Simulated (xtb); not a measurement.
xtb 6.7.1, GFN1-xTB: Mo(CO)4(py)2, 31 atoms. The geometry is a generated start, not checked to be a minimum at this level.

```json
{
 "method": "GFN1-xTB",
 "--acc": "1 (default)",
 "--etemp (K)": "300 (default)",
 "detailed input (--input)": "none: ANC optimiser, Lindh (1995) Hessian, microcycle=20, maxdispl=1.0, hlow=0.01 (default)",
 "basis_functions": "110",
 "valence_electrons": "106"
}
```

Charge 0 and multiplicity 1 are set for this test and not shown to be the ground state.

The structure is relaxed from this start with --opt LEVEL for the levels crude, sloppy, loose, lax, normal, tight, vtight, extreme, once each. Up to the end of the extreme run atoms move by at most 0.34 Å along an axis.

What is the loosest level that ends within 5 meV of the extreme run, and how many cycles does it take?

loose: 14 cycles against 62, ending 3.3 meV above.

```
level    cycles  energy above the extreme run (meV)  gradient norm (eV/Å)
-------  ------  ----------------------------------  --------------------
crude         9                                  12                  0.25
sloppy        9                                  12                  0.25
loose        14                                 3.3                  0.14
lax          19                                 1.5                  0.11
normal       29                                0.56                 0.047
tight        39                               0.031                0.0097
vtight       56                          under 0.01                0.0041
extreme      62                                   —                0.0034
```
